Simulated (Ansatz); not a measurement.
**How the bulk modulus of L1₂ (Cu3Au-type) Ni3Si moves with the method**

No measured value is used here.

```json
[
 {"level (code)": "LDA (Ansatz)", "value (GPa)": "?", "cell (Å³/atom)": "10.07"},
 {"level (code)": "PBE (Ansatz)", "value (GPa)": "213", "cell (Å³/atom)": "10.78"},
 {"level (code)": "PBEsol (Ansatz)", "value (GPa)": "240", "cell (Å³/atom)": "10.36"},
 {"level (code)": "r²SCAN (Ansatz)", "value (GPa)": "240", "cell (Å³/atom)": "10.40"},
 {"level (code)": "PBE0 (Ansatz)", "value (GPa)": "237", "cell (Å³/atom)": "10.35"}
]
```

Complete the blanks.


- LDA (Ansatz, a first-principles code), value (GPa): 259

The crystal itself was run without spin with LDA, PBE, PBEsol, r²SCAN, PBE0. PBE0: the run has no spin polarisation, so it can have missed a magnetic state. Each level is taken at its own relaxed cell. Cutoffs and k meshes differ between the levels. Ansatz's density-functional and Hartree–Fock values are scalar-relativistic unless marked +SOC, with PAW data made under PBE.
